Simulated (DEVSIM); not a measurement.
Structure: TaN/SiO2/p-Si capacitor, at 300 K.

```csv
layer (left to right),material,thickness (nm),Na (cm⁻³)
1,SiO2,0.910,-
2,Si,360,2.6e18
```

Metal gate on the left, work function 4.4 eV. Fixed charge at the semiconductor interface 0 cm⁻² (in units of +e); no interface traps.

The device is made up for the run: typed textbook-type constants, with dimensions and the other settings drawn at random. Values at 300 K.

| parameter | SiO2 | Si |
|---|---|---|
| gap (eV) | 9 | 1.124 |
| affinity (eV) | 0.9 | 4.05 |
| permittivity | 3.9 | 11.7 |
| Nc (cm⁻³) | - | 2.86e19 |
| Nv (cm⁻³) | - | 3.1e19 |

Model (solved in DEVSIM): 1D Poisson equation in equilibrium, Boltzmann statistics, complete ionisation; no quantum confinement or tunnelling. Metal contacts follow the ideal Schottky-Mott rule: no Fermi-level pinning, no interface dipoles.

### Question
Tabulate band edges, carrier densities and field at 0.1 V on the gate.

### Answer
Energies count from the Fermi level of the right contact; mesh points crowd at the junctions.

```csv
x (μm),Ec (eV),Ev (eV),n (cm⁻³),p (cm⁻³),field (V/cm)
0.000,3.400,-5.600,< 1e2,< 1e2,2100000
0.0004122,3.486,-5.514,< 1e2,< 1e2,2100000
0.0006819,3.542,-5.458,< 1e2,< 1e2,2100000
0.001271,0.462,-0.662,4.9e11,2.4e8,680000
0.002642,0.551,-0.573,1.6e10,7.4e9,620000
0.004547,0.663,-0.461,2.1e8,5.5e11,550000
0.007705,0.815,-0.309,580000,2.0e14,420000
0.01484,1.013,-0.111,270,4.3e17,140000
0.02477,1.059,-0.065,< 1e2,2.5e18,4900
0.03984,1.060,-0.064,< 1e2,2.6e18,14
0.06620,1.060,-0.064,< 1e2,2.6e18,≈ 0
0.1258,1.060,-0.064,< 1e2,2.6e18,≈ 0
0.2037,1.060,-0.064,< 1e2,2.6e18,≈ 0
0.2665,1.060,-0.064,< 1e2,2.6e18,≈ 0
0.3117,1.060,-0.064,< 1e2,2.6e18,≈ 0
0.3317,1.060,-0.064,< 1e2,2.6e18,≈ 0
0.3431,1.060,-0.064,< 1e2,2.6e18,≈ 0
0.3506,1.060,-0.064,< 1e2,2.6e18,≈ 0
0.3560,1.060,-0.064,< 1e2,2.6e18,≈ 0
0.3584,1.060,-0.064,< 1e2,2.6e18,≈ 0
0.3599,1.060,-0.064,< 1e2,2.6e18,≈ 0
0.3609,1.060,-0.064,< 1e2,2.6e18,≈ 0
```
